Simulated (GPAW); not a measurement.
Input and output of a self-consistent single point for CsMnSb (P4/nmm, 6 atoms in the cell) (GPAW)

Computed with PBEsol, GPAW PAW datasets PBEsol (made by gpaw-setup) (plane waves; GPAW).

Input as run:

```python
from ase import Atoms
from ase.dft.kpoints import monkhorst_pack
from ase.units import GPa
from gpaw import GPAW, PW

atoms = Atoms(['Cs', 'Cs', 'Mn', 'Mn', 'Sb', 'Sb'],
              cell=[[4.744850, 0.000000, 0.000000],
                    [0.000000, 4.744850, 0.000000],
                    [0.000000, 0.000000, 9.234958]],
              positions=[[2.372425, 0.000000, 6.070138],
                         [0.000000, 2.372425, 3.164820],
                         [2.372425, 2.372425, 0.000000],
                         [0.000000, 0.000000, 0.000000],
                         [2.372425, 0.000000, 1.466973],
                         [0.000000, 2.372425, 7.767985]],
              pbc=True)

atoms.set_initial_magnetic_moments([0.0, 0.0, 4.0, 4.0, 0.0, 0.0])

calc = GPAW(spinpol=True,
            mode=PW(800),
            xc='PBEsol',
            kpts=monkhorst_pack((5, 5, 3)) + [0.5 / 5, 0.5 / 5, 0.5 / 3],
            occupations={'name': 'marzari-vanderbilt', 'width': 0.05},
            nbands=-12,
            convergence={'density': 1e-05},
            symmetry={'symmorphic': False, 'tolerance': 0.0005},
            maxiter=120,
            txt='-')

atoms.calc = calc

energy = atoms.get_potential_energy()
print('Energy (eV):', round(energy, 6))
forces = atoms.get_forces()
print('Forces (eV/Ang):')
print(forces.round(5))
stress = atoms.get_stress()
print('Stress (GPa, Voigt):', (stress / GPa).round(4))
```

Log, with long lists cut:

```
Input parameters:
  convergence: {density: 1e-05}
  kpts: [[-0.3        -0.3        -0.16666667],
         [-0.3        -0.3         0.16666667],
         [-0.3        -0.3         0.5       ],
         ...,
         [ 0.5         0.5        -0.16666667],
         [ 0.5         0.5         0.16666667],
         [ 0.5         0.5         0.5       ]]
  maxiter: 120
  mode: {ecut: 800.0,
         name: pw}
  nbands: -12
  occupations: {name: marzari-vanderbilt,
                width: 0.05}
  spinpol: True
  symmetry: {symmorphic: False,
             tolerance: 0.0005}
  xc: PBEsol

species:
  Cs:
    name: Caesium
    Z: 55.0
    valence: 9
    core: 46
    charge: 0.0
    file: Cs.PBEsol.gz

    # Using partial waves for Cs as LCAO basis

  Mn:
    name: Manganese
    Z: 25.0
    valence: 15
    core: 10
    charge: 0.0
    file: Mn.PBEsol.gz

    # Using partial waves for Mn as LCAO basis

  Sb:
    name: Antimony
    Z: 51.0
    valence: 15
    core: 36
    charge: 0.0
    file: Sb.PBEsol.gz

    # Using partial waves for Sb as LCAO basis

Reference energy: -838806.331187  # eV

Spin-polarized calculation.
Initial magnetic moment: 8.000000

Convergence criteria:
 Maximum [total energy] change in last 3 cyles: 0.0005 eV / valence electron
 Maximum integral of absolute [dens]ity change: 1e-05 electrons / valence electron
 Maximum integral of absolute [eigenst]ate change: 4e-08 eV^2 / valence electron
 Maximum number of scf [iter]ations: 120

Symmetries present (total): 16
Symmetries with fractional translations: 8
75 k-points: 5 x 5 x 3 Monkhorst-Pack grid + [1/10,1/10,1/6]
12 k-points in the irreducible part of the Brillouin zone
       k-points in crystal coordinates                weights
   0:     0.10000000    0.10000000    0.16666667          8/75
   1:     0.10000000    0.10000000    0.50000000          4/75
   2:     0.30000000    0.10000000    0.16666667         16/75
   [... 7 lines left out ...]
          ...
  11:     0.50000000    0.50000000    0.50000000          1/75

Wave functions: Plane wave expansion
  Cutoff energy: 800.000 eV
  Number of coefficients (min, max): 10666, 10722
  Pulay-stress correction: 0.000000 eV/Ang^3 (de/decut=0.000000)

Occupation numbers: Marzari-Vanderbilt:
  width: 0.0500  # eV

Eigensolver

Densities:
  Coarse grid: 32*32*63 grid
  Fine grid: 64*64*126 grid
  Total Charge: 0.000000

Density mixing:
  Method: difference
  Backend: pulay
  Linear mixing parameter: 0.05
  old densities: 5
  Damping of long wavelength oscillations: 50

Hamiltonian:
  XC and Coulomb potentials evaluated on a 64*64*126 grid
  External potential:
    NoExternalPotential

XC parameters: PBEsol with 2 nearest neighbor stencil

Number of atoms: 6
Number of atomic orbitals: 54
Number of bands in calculation: 55
Number of valence electrons: 78
Bands to converge: occupied

Density initialized from atomic densities
  54 bands from LCAO basis set
  1 band from random numbers

Atomic positions and initial magnetic moments

Positions:
   0 Cs     2.372425    0.000000    6.070138    ( 0.0000,  0.0000,  0.0000)
   1 Cs     0.000000    2.372425    3.164820    ( 0.0000,  0.0000,  0.0000)
   2 Mn     2.372425    2.372425    0.000000    ( 0.0000,  0.0000,  4.0000)
   3 Mn     0.000000    0.000000    0.000000    ( 0.0000,  0.0000,  4.0000)
   4 Sb     2.372425    0.000000    1.466973    ( 0.0000,  0.0000,  0.0000)
   5 Sb     0.000000    2.372425    7.767985    ( 0.0000,  0.0000,  0.0000)

Unit cell:
           periodic     x           y           z      points  spacing
  1. axis:    yes    4.744850    0.000000    0.000000    32     0.1483
  2. axis:    yes    0.000000    4.744850    0.000000    32     0.1483
  3. axis:    yes    0.000000    0.000000    9.234958    63     0.1466

  Lengths:   4.744850   4.744850   9.234958
  Angles:   90.000000  90.000000  90.000000

Effective grid spacing dv^(1/3) = 0.1477

     iter     time        total  log10-change:  magmom
                         energy   eigst   dens
iter:   1 --:--:--   -33.470210                   +8.0453
iter:   2 --:--:--   -33.109735   -0.44  -1.49    +7.8659
iter:   3 --:--:--   -32.707560   -1.12  -1.50    +7.7618
iter:   4 --:--:--   -33.034625   -1.71  -1.51    +7.9700
iter:   5 --:--:--   -32.449124   -1.99  -1.60    +7.9507
iter:   6 --:--:--   -32.459729   -3.09  -2.01    +7.9633
iter:   7 --:--:--   -32.513385   -2.85  -2.00    +8.0580
iter:   8 --:--:--   -32.481427   -2.36  -1.96    +8.0112
iter:   9 --:--:--   -32.439901   -2.96  -2.09    +7.9775
iter:  10 --:--:--   -32.443413   -3.59  -2.35    +7.9996
iter:  11 --:--:--   -32.436035c  -3.64  -2.38    +7.9564
iter:  12 --:--:--   -32.432619c  -4.09  -2.41    +8.0267
iter:  13 --:--:--   -32.437373c  -3.81  -2.45    +8.2481
iter:  14 --:--:--   -32.445430c  -3.48  -2.52    +8.7038
iter:  15 --:--:--   -32.446458c  -4.10  -2.56    +8.6834
iter:  16 --:--:--   -32.446255c  -4.42  -2.68    +8.6898
   [... 28 lines left out ...]
iter:  45 --:--:--   -32.444871c  -5.84  -4.06    +8.6994
iter:  46 --:--:--   -32.444352c  -5.19  -3.53    +8.7739
iter:  47 --:--:--   -32.444945c  -5.02  -3.35    +8.6602
iter:  48 --:--:--   -32.445047c  -5.17  -3.71    +8.6006
iter:  49 --:--:--   -32.445022c  -6.67  -3.37    +8.6167
iter:  50 --:--:--   -32.445022c  -7.53c -3.46    +8.6179
iter:  51 --:--:--   -32.445003c  -7.47c -3.47    +8.6181
iter:  52 --:--:--   -32.444999c  -8.21c -3.50    +8.6181
iter:  53 --:--:--   -32.444926c  -6.04  -3.51    +8.6182
iter:  54 --:--:--   -32.444899c  -5.83  -3.76    +8.6181
iter:  55 --:--:--   -32.444899c  -6.99  -4.48    +8.6182
iter:  56 --:--:--   -32.444910c  -7.14  -4.50    +8.6235
iter:  57 --:--:--   -32.444921c  -5.93  -4.46    +8.6429
iter:  58 --:--:--   -32.444924c  -6.72  -4.83    +8.6424
iter:  59 --:--:--   -32.444924c  -7.68c -4.51    +8.6409
iter:  60 --:--:--   -32.444925c  -8.01c -4.59    +8.6403
iter:  61 --:--:--   -32.444924c  -7.57c -4.58    +8.6402
iter:  62 --:--:--   -32.444924c  -8.84c -4.99    +8.6404
iter:  63 --:--:--   -32.444924c  -9.61c -5.06c   +8.6410

Converged after 63 iterations.

Dipole moment: (0.000000, 0.000000, -0.000000) |e|*Ang

Total magnetic moment: (0.000000, 0.000000, 8.641006)
Local magnetic moments:
   0 Cs ( 0.000000,  0.000000,  0.010012)
   1 Cs ( 0.000000,  0.000000,  0.010012)
   2 Mn ( 0.000000,  0.000000,  3.794224)
   3 Mn ( 0.000000,  0.000000,  3.794224)
   4 Sb ( 0.000000,  0.000000, -0.048009)
   5 Sb ( 0.000000,  0.000000, -0.048009)

Energy contributions relative to reference atoms: (reference = -838806.331187)

Kinetic:         +9.473341
Potential:       -5.038373
External:        +0.000000
XC:             -37.444963
Entropy (-ST):   -0.001299
Local:           +0.566371
SIC:             +0.000000
--------------------------
Free energy:    -32.444924
Extrapolated:   -32.444924

Spin contamination: 0.168700 electrons
Showing only first 2 kpts
                      Up                     Down
 Kpt  Band  Eigenvalues  Occupancy  Eigenvalues  Occupancy
  0    37      3.56673    1.00000      6.59678    0.00000
  0    38      3.62242    1.00000      6.81680    0.00000
  0    39      3.97602    1.00000      6.84007    0.00000
  0    40      4.22752    1.00000      7.02198    0.00000

  1    37      3.56823    1.00000      6.64397    0.00000
  1    38      3.56989    1.00000      6.84182    0.00000
  1    39      3.92705    1.00000      6.84940    0.00000
  1    40      4.22701    1.00000      6.90124    0.00000

Fermi level: 5.77040

No gap
No difference between direct/indirect transitions
Energy (eV): -32.444924

Forces in eV/Ang:
  0 Cs   -0.00000    0.00000    0.09622
  1 Cs   -0.00000    0.00000   -0.09622
  2 Mn    0.00000    0.00000    0.00000
  3 Mn    0.00000    0.00000    0.00000
  4 Sb    0.00000    0.00000   -0.28873
  5 Sb    0.00000    0.00000    0.28873

Stress tensor:
     0.012036     0.000000     0.000000
     0.000000     0.012036     0.000000
     0.000000     0.000000     0.008768
Stress (GPa, Voigt): [1.9284 1.9284 1.4049 0.     0.     0.    ]
```

The run converged in 63 iterations. GPAW prints stress with tension positive.

The starting cell comes from a database of computed structures (which also holds hypothetical and non-ambient phases and stackings), without a prior relaxation at this level. Its lattice was rescaled by a random factor within 2.5 % of one. Spin-orbit coupling is off. The magnetic order is the one reached from the typed start; others were not searched systematically.

Cost on one core of a shared machine: roughly 20 min.
